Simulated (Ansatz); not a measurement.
Consider a periodic stack without vacuum, bcc W (0 0 1) on monoclinic HfO2 (0 0 1) (film strained to the substrate, started from cuts of the bulks and a machine-learned relaxation; slabs Hf24O48 and W30, which can lie off the formulas): substrate slab Hf24O48, film W30, surface cells [[-1, 1], [-1, -1]] and [[-2, 1], [-1, -2]], film strained by +2.5 and +3.5 %, outermost planes Hf/Hf and W/W as cut, which need not be the usual terminations and can put a slab off its formula. Its start:

```
CELL_PARAMETERS angstrom
      7.33528     0.00000    -0.01023
     -0.07139     7.33494    -0.01676
      0.90250    -2.81851    27.85510
ATOMIC_POSITIONS crystal
  Hf 0.74457 0.35296 0.11860
  Hf 0.24314 0.83463 0.12473
  Hf 0.54227 0.04799 0.04944
  Hf 0.02474 0.54630 0.05111
  Hf 0.77993 0.89826 0.13610
  Hf 0.27976 0.38967 0.13656
  Hf 0.57835 0.64343 0.21437
  Hf 0.07357 0.14189 0.21412
  O  0.72196 0.62562 0.14689
  O  0.22093 0.11327 0.14471
  O  0.62210 0.91416 0.20084
  O  0.13092 0.41044 0.20309
  O  0.51018 0.88763 0.10288
  O  0.02414 0.38628 0.10771
  O  0.77202 0.46331 0.05493
  O  0.30052 0.94845 0.02043
  O  0.82039 0.16869 0.17278
  O  0.31977 0.66991 0.17475
  O  0.53020 0.37246 0.17967
  O  0.02586 0.86648 0.18085
  O  0.47937 0.27439 0.08821
  O  0.99584 0.79221 0.08837
  O  0.78441 0.07988 0.08150
  O  0.27990 0.58181 0.08331
  Hf 0.81504 0.51292 0.30953
  Hf 0.31643 0.01411 0.30866
  Hf 0.60515 0.18294 0.23115
  Hf 0.10481 0.68001 0.23305
  Hf 0.84708 0.05325 0.32570
  Hf 0.34950 0.55462 0.32548
  Hf 0.63905 0.80503 0.40315
  Hf 0.14251 0.30382 0.40208
  O  0.78964 0.78323 0.33681
  O  0.29009 0.28404 0.33571
  O  0.69887 0.07547 0.39271
  O  0.19959 0.57458 0.39235
  O  0.59230 0.06501 0.29724
  O  0.09112 0.56602 0.29859
  O  0.82945 0.62929 0.24223
  O  0.32902 0.12759 0.24100
  O  0.88955 0.32729 0.35988
  O  0.39037 0.82850 0.36002
  O  0.59974 0.52840 0.36845
  O  0.10007 0.02891 0.36812
  O  0.56069 0.45296 0.27436
  O  0.06025 0.95376 0.27442
  O  0.86388 0.23924 0.26577
  O  0.36411 0.73891 0.26639
  Hf 0.87761 0.68123 0.49827
  Hf 0.38516 0.17989 0.49783
  Hf 0.67310 0.34439 0.42074
  Hf 0.17026 0.84131 0.42009
  Hf 0.93153 0.22035 0.51193
  Hf 0.41693 0.72809 0.51520
  Hf 0.68577 0.96330 0.58694
  Hf 0.18783 0.48154 0.58147
  O  0.87363 0.96235 0.53209
  O  0.37619 0.45229 0.52524
  O  0.78981 0.22794 0.60429
  O  0.27484 0.73309 0.57831
  O  0.66646 0.23311 0.48906
  O  0.15548 0.73259 0.48711
  O  0.89301 0.80357 0.43302
  O  0.39784 0.29178 0.43088
  O  0.95978 0.49135 0.54545
  O  0.48208 0.00805 0.54608
  O  0.66736 0.70620 0.55257
  O  0.16990 0.20837 0.55128
  O  0.62556 0.62015 0.46121
  O  0.12212 0.11938 0.46053
  O  0.93084 0.40896 0.45352
  O  0.42497 0.90766 0.45458
  W  0.90548 0.62770 0.73005
  W  0.10508 0.22811 0.72982
  W  0.51368 0.43063 0.72896
  W  0.70832 0.03537 0.72942
  W  0.30746 0.83177 0.73025
  W  0.81406 0.30272 0.67437
  W  0.00792 0.90577 0.68203
  W  0.40972 0.11175 0.68190
  W  0.61508 0.71792 0.68182
  W  0.21379 0.50850 0.68269
  W  0.89681 0.67662 0.84026
  W  0.09675 0.27611 0.84029
  W  0.49677 0.47623 0.83990
  W  0.69715 0.07606 0.84020
  W  0.29681 0.87576 0.84056
  W  0.80263 0.35470 0.78676
  W  0.00193 0.95383 0.78746
  W  0.40179 0.15554 0.78735
  W  0.60217 0.75537 0.78737
  W  0.20297 0.55381 0.78760
  W  0.88345 0.71847 0.94674
  W  0.08667 0.32173 0.94605
  W  0.48232 0.51380 0.94489
  W  0.69022 0.11992 0.94557
  W  0.28779 0.91901 0.95060
  W  0.79078 0.40115 0.89750
  W  0.99254 0.99878 0.89812
  W  0.39007 0.19671 0.89780
  W  0.59028 0.79890 0.89839
  W  0.18952 0.60110 0.89806
```

The start was prepared with a machine-learned potential, and the result is one local minimum, with the in-plane cell held and forces under 0.04 eV/Å; the film can end far from its bulk form.

These are PBE (plane waves to 420 eV, PAW; Ansatz, a first-principles code) values and carry that method's errors. Spin–orbit coupling is left out; the runs are not spin-polarised. Its k-point mesh 4×4×1, Fermi–Dirac width 0.05 eV.

Problem. Predict the relaxed interface.

Solution. 
* **interface area**: 53.8 Å²
* **period**: 26.99 Å
* **heights between the nearest atoms of the two slabs at the two interfaces**: 1.74 and 1.69 Å
* **Hf–W contacts across the interfaces within 1.22 times the sum of covalent radii**: 18, mean 3.36 Å
* **O–W contacts across the interfaces within 1.22 times the sum of covalent radii**: 5, mean 1.96 Å
